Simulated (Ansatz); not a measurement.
The starting structures come from a database of crystals and need not be the phases stable at ambient conditions.

By PBEsol, the system below comes out a metal.

Without scattering a metal conducts by its projected Fermi surface.

Data:

```
Sn
1.0
    3.19860     0.00000     0.00000
    0.00000     5.88028     0.00000
    1.59930    -2.94014     3.02834
Sn
2
Direct
  0.75000   0.50000   0.00000
  0.00000   0.00000   0.00000
```

Space group of this cell: Imma. The cell is strained (lengths along the current scaled by 1.03, ions clamped); by PBEsol its mean pressure is -2.8 GPa.

The current flows along the normal of the first two printed cell vectors. No spin-orbit coupling; the value is a mean over 0.1 eV about the Fermi level.

Task: Estimate the ballistic conductance per area that PBEsol (Ansatz, a first-principles code) returns for this system.

Result: 0.82 × 10¹⁵ S/m² for both spins.
